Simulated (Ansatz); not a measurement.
## Effect of Se → Br on BeSe

The reference is BeSe in the zinc blende structure (space group F-43m, No. 216; a = 5.1289 Å).

It is then changed as follows: full substitution Se → Br, then cell and atoms are relaxed.

All numbers come from Ansatz (a quantum-chemistry and plane-wave program), PBEsol, PAW, cutoff 420 eV, spin-orbit coupling left out. Settings: 15×15×15 k-points, 0.05 eV Fermi–Dirac smearing, for the changed cell.

```json
{
  "volume_per_atom": "21.16 Å³ (base 16.86 Å³)",
  "density": "3.49 g/cm³ (base 4.33 g/cm³)",
  "lattice_parameter_a": "5.532 Å (base 5.129 Å)",
  "shortest_interatomic_distance": "2.395 Å (base 2.221 Å)",
  "band_gap": "zero (base 2.47 eV)"
}
```

Whether these cells are dynamically stable was not tested. As relaxed here, BeBr is a hypothetical phase, not in the database extracts checked. The final runs are not spin-polarised. An odd electron count without spin: BeBr.
